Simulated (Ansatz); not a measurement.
Levels about the gap of amorphous In₉Ga₉Zn₉O₃₉Al₂ (68 atoms in a cell of 872 Å³, 5.57 g/cm³; zone centre alone, so wide bands show as single levels with stretches between that a denser mesh fills), at the geometry that PBE relaxed, where it gives 0.1 GPa on a denser mesh. The participation number counts the atoms over which a state spreads; weights are charges in smoothed Voronoi cells. The levels come from a single point, so bond lengths are those of that geometry. Method of the levels: PBE, scalar-relativistic without spin-orbit coupling (Ansatz, a first-principles code). Sampling: the zone centre alone; Fermi-Dirac width 0.02 eV; no spin polarisation. At PBE the levels at the filled edge of the gap are localised (band-tail or defect states).

Preparation: random packing, a CHGNet melt and quench, and a DFT relaxation. O atoms were pushed apart under 1.9 Å during the dynamics, to hinder bonds among them. The hot cell started wider than the set density and was brought back towards it in steps. It is the lowest in DFT energy of 2 quenches. It is a model cell: composition and starting density were chosen by hand, and all elements were melted together. No dispersion term was used. Its density started from a set value of 5.71 and ended at 5.57 g/cm³. The quench (nominally 260 K/ps over its main leg) was far faster than any real one, so the model tends to hold more defects than a real film. Values belong to this one cell and scatter from quench to quench. Volume and shape were free in the relaxation.

```csv
"E - E(highest filled), eV",filling,participation number,largest on,weight O,weight In,weight Zn,weight Ga
-0.39,filled,17.8,"O, 3 neighbours",0.86,0.02,0.10,0.02
-0.33,filled,21.0,"O, 3 neighbours",0.82,0.02,0.14,0.02
-0.29,filled,23.0,"O, 5 neighbours",0.83,0.02,0.13,0.02
-0.22,filled,15.9,"O, 3 neighbours",0.85,0.02,0.12,0.01
-0.17,filled,12.1,"O, 3 neighbours",0.83,0.02,0.13,0.01
-0.08,filled,12.8,"O, 3 neighbours",0.85,0.02,0.12,0.01
0.00,filled,5.9,"O, 3 neighbours",0.87,0.01,0.10,0.01
0.82,empty,61.4,"In, 6 neighbours",0.52,0.21,0.14,0.12
3.23,empty,11.9,"In, 6 neighbours",0.56,0.34,0.04,0.05
3.41,empty,26.4,"In, 5 neighbours",0.58,0.31,0.06,0.05
3.55,empty,27.6,"In, 6 neighbours",0.56,0.29,0.06,0.08
3.69,empty,30.1,"In, 6 neighbours",0.59,0.27,0.05,0.09
3.82,empty,37.4,"In, 7 neighbours",0.57,0.19,0.17,0.07
4.03,empty,44.1,"Ga, 4 neighbours",0.58,0.13,0.13,0.15
```

Most localised among these is the filled level at +0.00 eV, on a O atom, which has 3 neighbours (Al 1.82 Å, Zn 2.03 Å, In 2.11 Å).
